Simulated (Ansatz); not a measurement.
Zinc-blende BeS was calculated with Hartree–Fock (Ansatz, a first-principles code, PAW).

Input file:

Ansatz 0.2 input:
```yaml
crystal:
  lattice:
    - [0.0, -2.435, 2.435]
    - [2.435, -2.435, 0.0]
    - [2.435, 0.0, 2.435]
  atoms:
    - { symbol: Be, position: [0.0, 0.0, 0.0] }
    - { symbol: S, position: [0.25, 0.25, 0.25] }
basis:
  ecutwfc: 460
  ecutrho_ratio: 4
  xc_grid: 2
kpoints:
  mp_grid: { grid: [10, 10, 10] }
hamiltonian:
  xc: hf
  dispersion: none
  pseudopotentials: { kind: paw }
scf:
  occupations: { method: fermi_dirac, width: 0.01 }
  convergence: { dr2_threshold: 0.0000000002 }
output:
  forces: true
  stress: true
  eigenvalues: true
```

Excerpt of the program's output:

```
WARN output.stress: scf.exx.energy_threshold = 1e-6 eV is looser than the 2e-8 eV advised for a stress under a hybrid functional (1e-8 eV for each atom of the …
Crystal: 2 atoms, lattice volume = 28.875 Å³
Basis set: ecut = 460 eV, 645 PW (Γ), exchange–correlation on 50×50×50 points (8 copies of the dense FFT grid, shifted against one another)
Bands: 8, of which v1, the nominal top of the filled ones, is band 4 counted from 1 (3 counted from 0)
Symmetry: 24 space group operations
Space group: F-43m (ITA 216), of the structure as read, at distance tolerance 3.1e-5 Å
k-points: 47 of 1000 (time reversal used)
Functional: x = pbe(κ = 0.804, μ = 0.2195149727645171), c = none, warm-up for x = 0 pbe(κ = 0.804, μ = 0.2195149727645171) + 1 exact, c = none
SCF iter   1: F=—  HF=-976.297314 eV  |F-HF|=—  |Δ(HF+E_count)|=         —  Δρ=3.71e-3  dr2=4.78e-3
SCF iter   2: F=-976.295451 eV  HF=-976.295594 eV  |F-HF|=1.43e-4  |Δ(HF+E_count)|=   1.72e-3  Δρ=1.42e-3  dr2=4.58e-4
Crystal: 2 atoms, lattice volume = 28.875 Å³
Initial density: handed on by an earlier stage of this run
Functional: x = 0 pbe(κ = 0.804, μ = 0.2195149727645171) + 1 exact, c = none
  ...
Crystal: 2 atoms, lattice volume = 28.875 Å³
SCF 3 converged in 7 iterations: F = -980.771810 eV  dr2 = 4.93e-12
Crystal: 2 atoms, lattice volume = 28.875 Å³
SCF iter   3: F=—  HF=-980.771820 eV  |F-HF|=—  |Δ(HF+E_count)|=   3.43e-9  Δρ=1.85e-6  dr2=2.17e-9
SCF iter   4: F=-980.771820 eV  HF=-980.771820 eV  |F-HF|=5.25e-11  |Δ(HF+E_count)|=  1.12e-10  Δρ=3.89e-7  dr2=6.47e-11
SCF 4 converged in 4 iterations: F = -980.771820 eV  dr2 = 6.47e-11
Free energy (F): -980.771820 eV
Internal energy: -980.771820 eV  (E = F + TS)
E sigma→0 (E₀):  -980.771820 eV
Fermi energy:    7.480949 eV
--- Stress (GPa, compression-positive) ---
        4.851828      -0.000000       0.000000
       -0.000000       4.851828      -0.000000
        0.000000      -0.000000       4.851828
  P = ⅓ Tr σ = 4.8518 GPa (48.518 kbar)
```

The PAW data were made under PBE.

Note: cell and atoms aren't relaxed at this level (pressure 4.9 GPa).
